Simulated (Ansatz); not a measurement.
Results of PBEsol-D3(BJ) (plane waves, PAW; Ansatz, an electronic-structure program) for SrCuO2 (Cmcm, No. 63).

Run with plane-wave cutoff 520 eV, 16×16×14 k mesh (along the axes of the cell as run), Fermi–Dirac smearing 0.05 eV, no spin polarisation, scalar-relativistic PAW data made under PBE.

Shape and atoms are relaxed at each volume.

Pressure at four volumes; x = ln(V/13.573 Å³). One pressure is withheld.

| V (Å³/atom) | x | P (GPa) |
|---|---|---|
| 13.030 | -0.0408 | 4.22 |
| 13.573 | 0.0000 | 0.00 |
| 13.845 | 0.0198 | -1.81 |
| 14.116 | 0.0392 | ? |

### Question
Pass a parabola P(x) through the three rows shown, estimate the bulk modulus and its pressure derivative near zero pressure, and predict the withheld pressure.

### Answer
Slopes between the rows: (0.00 − (4.22))/(0.0000 − (-0.0408)) = -103.43 and (-1.81 − (0.00))/(0.0198 − (0.0000)) = -91.41 GPa. Their difference over the span 0.0606 is c = 12.02/0.0606 = 198.3 GPa, so P(x) = 4.22 + (-103.43)(x − (-0.0408)) + 198.3 (x − (-0.0408))(x − (0.0000)). At the middle row B = −dP/dx = −[-103.43 + 198.3 × 0.0408] = 95.3 GPa, and B′ = dB/dP = 2c/B = 4.2. At x = 0.0392 the parabola gives -3.43 GPa; the run gives -3.43 GPa. The Birch–Murnaghan fit to the energies at all volumes has B0 = 94.9 GPa and B′ = 4.2.

Note: the run has no spin polarisation, so it can have missed a magnetic state; the magnetic order was assumed, not searched for or taken from measurement; the volume lies 5 % below that of the published cell; the bulk modulus comes from volumes at which shape and atoms were relaxed; functionals without U or exact exchange can leave correlated insulators metallic, so the missing gap need not be real.
